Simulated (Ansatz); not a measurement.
Start from a 12-atom supercell of TiSi$_{2}$ (space group Cmcm, No. 63; a = 3.527 Å, b = 13.523 Å, c = 3.566 Å) at its relaxed geometry.

Method: plane-wave PAW DFT at the r2SCAN level (Ansatz, an electronic-structure program, 500 eV), no spin-orbit coupling, earlier PAW set.

Before the change:

The pressure is 0.0 GPa.

One thing is altered: one Ti atom is added in an open site, starting 1.71 Å from the nearest host atom, atoms relaxed at fixed cell, starting from a slightly rattled geometry.

**Question.** Predict the new final site of the added atom, pressure and largest displacement of a host atom from its site in the perfect cell.

**Answer.** The final site of the added atom is 5 Si at 2.19–2.22 Å and 5 Ti at 2.73–2.79 Å; the pressure goes from zero to 27.1 GPa; the largest displacement of a host atom from its site in the perfect cell amounts to 0.50 Å.

The cell is small, so the values are those of an ordered compound at a high defect concentration; dilute-limit values will differ. The final runs are not spin-polarised. The defect cell is not spin-polarised.
